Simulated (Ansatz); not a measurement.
## MgTe: response to strain

Start from MgTe in the zinc blende structure (space group F-43m, No. 216).

```
MgTe
1.0
    0.00000     3.18405     3.18405
    3.18405     0.00000     3.18405
    3.18405     3.18405     0.00000
Mg Te
1 1
Direct
  0.00000   0.00000   0.00000
  0.25000   0.25000   0.25000
```

Cartesian axes are those of the cell as printed.

Strains are applied to the cell and any free atomic positions relax; under biaxial strain the out-of-plane vector relaxes too.

Computed with Ansatz (a program for electronic structure), LDA, PAW, cutoff 420 eV, scalar-relativistic without spin-orbit coupling.

Notes on the quantities. in-plane stress: mean in-plane stress (compression positive); energy relative to the base: free energy F.

```json
[
 {"variant": "base", "in-plane stress": "–", "out-of-plane strain": "–", "energy relative to the base": "0 meV/atom"},
 {"variant": "biaxial strain −2.50 %, plane normal [001], relaxed out of plane", "in-plane stress": "+1.0 GPa", "out-of-plane strain": "+3.37 %", "energy relative to the base": "+4.7 meV/atom"},
 {"variant": "biaxial strain −2.00 %, plane normal [001], relaxed out of plane", "in-plane stress": "+0.8 GPa", "out-of-plane strain": "+2.72 %", "energy relative to the base": "+3.0 meV/atom"},
 {"variant": "biaxial strain −1.00 %, plane normal [001], relaxed out of plane", "in-plane stress": "+0.4 GPa", "out-of-plane strain": "+1.39 %", "energy relative to the base": "+0.7 meV/atom"},
 {"variant": "biaxial strain −0.50 %, plane normal [001], relaxed out of plane", "in-plane stress": "+0.2 GPa", "out-of-plane strain": "+0.71 %", "energy relative to the base": "+0.2 meV/atom"},
 {"variant": "biaxial strain +0.50 %, plane normal [001], relaxed out of plane", "in-plane stress": "-0.2 GPa", "out-of-plane strain": "-0.69 %", "energy relative to the base": "+0.2 meV/atom"},
 {"variant": "biaxial strain +1.00 %, plane normal [001], relaxed out of plane", "in-plane stress": "-0.3 GPa", "out-of-plane strain": "-1.41 %", "energy relative to the base": "+0.7 meV/atom"},
 {"variant": "biaxial strain +1.50 %, plane normal [001], relaxed out of plane", "in-plane stress": "-0.5 GPa", "out-of-plane strain": "-2.14 %", "energy relative to the base": "+1.5 meV/atom"},
 {"variant": "biaxial strain +2.50 %, plane normal [001], relaxed out of plane", "in-plane stress": "-0.8 GPa", "out-of-plane strain": "-3.66 %", "energy relative to the base": "+4.0 meV/atom"},
 {"variant": "biaxial strain +3.00 %, plane normal [001], relaxed out of plane", "in-plane stress": "___", "out-of-plane strain": "___", "energy relative to the base": "___"}
]
```

Question: Some entries are withheld; estimate them.

Answer: 
- biaxial strain +3.00 %, plane normal [001], relaxed out of plane, in-plane stress: -0.9 GPa
- biaxial strain +3.00 %, plane normal [001], relaxed out of plane, out-of-plane strain: -4.44 %
- biaxial strain +3.00 %, plane normal [001], relaxed out of plane, energy relative to the base: +5.7 meV/atom

No phonon test of stability was made.
